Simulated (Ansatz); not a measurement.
The starting structures come from a database of crystals and need not be the phases stable at ambient conditions.

The decay constant κ of evanescent states in the gap governs leakage through a thin film.

Input:

```yaml
crystal:
  lattice:
    - [4.55849, 0.00000, 0.00000]
    - [-0.84665, 5.28578, 0.00000]
    - [0.84665, 1.37067, 5.10498]
  atoms:
    - { symbol: Zn, position: [0.50000, 0.69066, 0.69066] }
    - { symbol: Zn, position: [0.50000, 0.30934, 0.30934] }
    - { symbol: P, position: [0.90708, 0.21455, 0.78545] }
    - { symbol: P, position: [0.09292, 0.78545, 0.21455] }
    - { symbol: O, position: [0.72292, 0.37394, 0.93020] }
    - { symbol: O, position: [0.27708, 0.62606, 0.06980] }
    - { symbol: O, position: [0.27708, 0.93020, 0.37394] }
    - { symbol: O, position: [0.72292, 0.06980, 0.62606] }
    - { symbol: O, position: [0.78722, 0.61989, 0.38011] }
    - { symbol: O, position: [0.21278, 0.38011, 0.61989] }
    - { symbol: O, position: [0.00000, 0.00000, 0.00000] }
```

Space group of this cell: C2/m. The cell is taken as given; by r2SCAN its mean pressure is -6.4 GPa.

Transport runs along the normal of the first two printed cell vectors.

The gap is the functional's own. No spin-orbit coupling. Mid-gap values are interpolated on the energy grid.

Predict the band gap and the smallest decay constant κ at mid-gap from Ansatz (a program for electronic structure) with r2SCAN.

Gap 4.28 eV on a 8×6×6 mesh; κ = 0.388 1/Å, at the zone centre.
